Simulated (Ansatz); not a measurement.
```
GaN
1.0
    3.12428     0.00000     0.00000
    1.56214     2.70570     0.00000
    1.56214    -0.90190     2.58222
Ga N
1 1
Cartesian
  0.00000   0.00000   0.00500
  3.12428   0.00000   1.93166
```

No spin polarisation.

Level of theory: LDA (Ansatz, a first-principles code, PAW, no spin-orbit coupling). Γ-centred 13×13×13 mesh, Fermi–Dirac width 0.05 eV.

Problem. What is the computed valence-band top at Γ (three highest levels, from the VBM)?

Solution. 0.00, 0.00, -0.09 eV.

Problem. Predict the band gap.

Solution. 2.01 eV.

Problem. Predict the gap character.

Solution. Direct at Γ.

The cells carry an imposed strain or load. Stability against distortions was not tested. The cell was made from GaN in the zinc blende structure (space group F-43m, No. 216) by this change: biaxial strain −0.83 %, plane normal [111], relaxed out of plane. This is not the structure that GaN has at room temperature and ambient pressure.
